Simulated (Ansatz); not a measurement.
**NbCuN2 (model structure, started from the TaCuN2 type, R-3m, No. 166, 4 atoms in the cell)**

All values below come from PBEsol in Ansatz (plane waves, PAW).

Settings: plane-wave cutoff 520 eV, 12×12×12 k mesh, Fermi–Dirac smearing 0.01 eV, no spin polarisation, scalar-relativistic PAW data made under PBE.

Cell (relaxed at this level):

```cif
data_Cu3N6Nb3
_chemical_formula_sum 'Nb3 Cu3 N6'
_space_group_name_H-M_alt 'R-3m :H'
_space_group_IT_number 166
_space_group_name_Hall '-R 3 2"'
_cell_length_a 3.12128
_cell_length_b 3.12128
_cell_length_c 17.30214
_cell_angle_alpha 90.000
_cell_angle_beta 90.000
_cell_angle_gamma 120.000
loop_
_atom_site_label
_atom_site_type_symbol
_atom_site_symmetry_multiplicity
_atom_site_Wyckoff_symbol
_atom_site_fract_x
_atom_site_fract_y
_atom_site_fract_z
_atom_site_occupancy
Nb1 Nb 3 b 0.00000 0.00000 0.50000 1
Cu1 Cu 3 a 0.00000 0.00000 0.00000 1
N1 N 6 c 0.00000 0.00000 0.10531 1
```
(The calculation used a cell of 4 atoms; values per cell refer to that cell.)

```
Quantity                                       Value
-------------------------------------------  -------
band gap                                     0.15 eV
smallest direct gap on the k points sampled  0.59 eV
Γ–Γ gap                                      1.76 eV
```

Note: the relaxation could raise the start's symmetry but not lower it, so the cell can be a saddle point.

Spin–orbit coupling is not included.

Static lattice: no zero-point or thermal effects.

A model structure was made by putting elements into a prototype or built by hand; it is no filed structure, need not be a known phase, and can be a saddle point held by its symmetry.

Ansatz is an electronic-structure program.
